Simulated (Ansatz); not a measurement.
Seebeck coefficient (μV/K, mean over directions) of p-type AlN (P6_3mc) against carrier density, PBEsol, rigid bands (Ansatz, a first-principles code). Computed gap 4.10 eV; densities at which minority carriers matter at this gap, or further valleys turn the trend, are left out. Conductivity mass 1.01 mₑ (harmonic mean over directions), N_v = 6.2e19 cm⁻³ at 300 K.

| hole density | 300 K | 500 K |
|---|---|---|
| 1e16 cm⁻³ | 968 | 1050 |
| 1e17 cm⁻³ | (withheld) | 851 |
| 1e18 cm⁻³ | 571 | (withheld) |
| 3e18 cm⁻³ | 476 | 558 |
| 1e19 cm⁻³ | 374 | (withheld) |
| 3e19 cm⁻³ | 282 | 362 |
| 1e20 cm⁻³ | 188 | 264 |
| 3e20 cm⁻³ | 116 | 185 |
| 1e21 cm⁻³ | 71 | 127 |

### Question
Complete the blanks.

### Answer

- 1e17 cm⁻³, 300 K: 769
- 1e18 cm⁻³, 500 K: 653
- 1e19 cm⁻³, 500 K: 455

Rigid bands with a gap fixed in temperature, one relaxation time for all states, no polarons or phonon drag, and whether or not such doping can be reached. Spin-orbit coupling is left out; where it splits the top of the valence band, N_v and the p-type Seebeck coefficient come out somewhat high without it.
